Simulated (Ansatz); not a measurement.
Start from CdTe in the zinc blende structure (space group F-43m, No. 216; a = 6.409 Å). Axes: x, y, z lie along the cube axes.

Calculations: Ansatz (a first-principles code), LDA, PAW, cutoff 420 eV, no SOC.

Base values:

| Quantity | Value |
|---|---|
| Pressure | 0.00 GPa |
| Band gap | 0.61 eV |

Modification: tensile biaxial strain of 2.50 % in the plane normal to [001], as in epitaxy on a mismatched substrate; the out-of-plane cell vector and the atoms relax.

Q: Predict the new ratio −ε⊥/ε∥, pressure and band gap.

A: The ratio −ε⊥/ε∥ is 1.40; the pressure (mean of the normal stresses, compression positive) goes from zero to -0.68 GPa; the band gap drops by 0.17 eV, from 0.61 eV to 0.44 eV.

With Te present, leaving out spin-orbit coupling can change the band edges. Stability against distortions was not tested.
